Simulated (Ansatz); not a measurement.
**Carrier properties of ZnS under load (space group I-4m2)**

```xyz
2
Lattice="0.0000 2.6088 2.8769 2.6088 0.0000 2.8769 2.6088 2.6088 0.0000" Properties=species:S:1:pos:R:3 pbc="T T T"
Zn     0.0000     0.0000     0.0000
S      1.3044     1.3044     1.4385
```

These are r2SCAN with spin-orbit coupling, rigid bands (plane waves, PAW; Ansatz, a first-principles code) values and carry that method's errors. Condition of this run: uniaxial stress along [001] of -5 GPa (compression positive) (the target of the relaxation). Cell: cell and atoms relaxed with PBEsol, then loaded as said.

```
Quantity                                                                                                                                                            Value
---------------------------------------------------------------------------------------------------------------------------------------  --------------------------------
band gap                                                                                                                                                          2.50 eV
electron conductivity mass (300 K, dilute)                                                                                               0.20 (x), 0.20 (y), 0.197 (z) mₑ
hole conductivity mass (300 K, dilute)                                                                                                    0.59 (x), 0.59 (y), 0.75 (z) mₑ
effective density of states N_c (300 K)                                                                                                                       2.3e18 cm⁻³
effective density of states N_v (300 K)                                                                                                                       2.8e19 cm⁻³
density-of-states mass, electrons                                                                                                                                 0.20 mₑ
density-of-states mass, holes                                                                                                                                     1.07 mₑ
Seebeck coefficient, n-type 1e19 cm⁻³, 300 K                                                                                                                    -115 μV/K
Seebeck coefficient, p-type 1e19 cm⁻³, 300 K                                                                                                                     348 μV/K
best p-type power factor at 300 K for τ = 10 fs (best axis; densities from 1e16 to 1e21 cm⁻³ tried, whether or not they can be reached)      13.8 μW/(cm·K²) at 1e20 cm⁻³
```

Rigid bands; masses and Seebeck coefficients take one relaxation time τ for all states and one kind of carrier; polarons and phonon drag are left out. Geometry: cell and atoms relaxed with PBEsol.
